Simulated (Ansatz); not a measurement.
The starting structures come from a database of crystals and need not be the phases stable at ambient conditions.

 Where the default PAW files enter, the runs use the earlier of Ansatz's two default sets.

## Evanescent states of K$_{2}$SnCl$_{6}$ (Fm-3m, not sure to be the ambient phase, 9 atoms a cell, 27.6 Å³ an atom) along the normal of (111)

All values below come from PBEsol (plane waves, PAW; Ansatz, an electronic-structure program).

The gap is the functional's own, uncorrected, and κ follows it; spin-orbit coupling is left out. Mid-gap values are interpolated between the computed energies.

Energies count from the valence-band top; κ is the least over a 6×6 mesh across the current.

| E (eV) | κ (1/Å) | where |
|---|---|---|
| 0.06 | 0.128 | Γ |
| 0.18 | 0.205 | Γ |
| 0.30 | 0.245 | Γ |
| 0.42 | 0.253 | Γ |
| 0.54 | 0.259 | Γ |
| 0.66 | 0.263 | Γ |
| 0.78 | 0.265 | Γ |
| 0.90 | 0.265 | Γ |
| 1.02 | 0.263 | Γ |
| 1.14 | 0.260 | Γ |
| 1.26 | 0.254 | Γ |
| 1.38 | 0.246 | Γ |
| 1.50 | 0.236 | Γ |
| 1.62 | 0.222 | Γ |
| 1.74 | 0.205 | Γ |
| 1.86 | 0.183 | Γ |
| 1.98 | 0.153 | Γ |
| 2.10 | 0.110 | Γ |

### Question
How thick must the barrier be to attenuate the transmission by 10^6 when the electrodes' Fermi level lies at 0.18 eV, and what attenuation does that film give at 0.54 eV?

### Answer
d = 6 ln 10 / (2 × 0.205) = 33.7 Å. At 0.54 eV it gives 6 × 0.259/0.205 = 7.6 decades.
